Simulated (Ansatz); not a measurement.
Structures of equal composition on the (0001) surface of wurtzite ZnO (Zn plane on top): 2x2 Zn adatom at H3; 2x2 Zn adatom at T1; 2x2 Zn adatom at T4. The slabs share one bottom face, and each structure is named by its start. These are constructed structures in small cells; real faces may alloy, dewet or reconstruct in larger ones, and not all known structures of the face are among them. Slabs of about 14 Å with all that they carry, Fermi-Dirac smearing of 0.025 eV. Bottom of the slabs: H caps. Relaxed from the named starts with such symmetry as they have, on meshes of like density; energies extrapolated to zero smearing; no spin-orbit coupling, no U. Spin-polarised runs, if any, are marked in brackets, and their order is one that fits the cell; the others ran without spin. Where a second, spin-polarised start was run, the lower counts.

Host crystal: wurtzite ZnO, with a band gap (PBE, scalar-relativistic without spin-orbit coupling).

Computed with r2SCAN, at the PBE geometry (plane waves to 500 eV, PAW; Ansatz, a program for electronic structure).

**Question.** Put the candidates in order of energy per 1x1 cell, lowest first, for r2SCAN, at the PBE geometry.

**Answer.** 2x2 Zn adatom at H3 (0.000 eV, a narrow gap of 0.15 eV by band count), 2x2 Zn adatom at T4 (0.014 eV, a narrow gap of 0.13 eV by band count), 2x2 Zn adatom at T1 (0.038 eV, no gap over 0.04 eV on the mesh)
